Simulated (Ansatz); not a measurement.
GeAs (I4mm, No. 107, 2 atoms in the cell; start mp-7591)

Calculation: PBEsol (Ansatz, a program for electronic structure, PAW).

Run with plane-wave cutoff 520 eV, 20×20×20 k mesh, Fermi–Dirac smearing 0.05 eV, scalar-relativistic PAW data made under PBE.

Cell (relaxed at this level):

Space group I4mm (No. 107); a = b = 3.6819 Å, c = 5.8830 Å, α = β = γ = 90.00°

| atom | site | symmetry | x | y | z |
|---|---|---|---|---|---|
| Ge | 2a | 4mm | 0.0000 | 0.0000 | 0.9950 |
| As | 2a | 4mm | 0.0000 | 0.0000 | 0.4190 |
(The calculation used a cell of 2 atoms; values per cell refer to that cell.)

```json
{
 "band_gap": "zero (no gap)",
 "bulk modulus B0": "68.6 GPa"
}
```

Note: the relaxation could not lower the start's symmetry, so the cell can be a saddle point above a distorted one; the bulk modulus is −V dP/dV from two relaxed cells at ±2 % in volume.

Spin–orbit coupling is not included.

The computed numbers hold no vibrational or temperature effects.

A start named mp-… is a Materials Project structure, which need not be a measured phase.
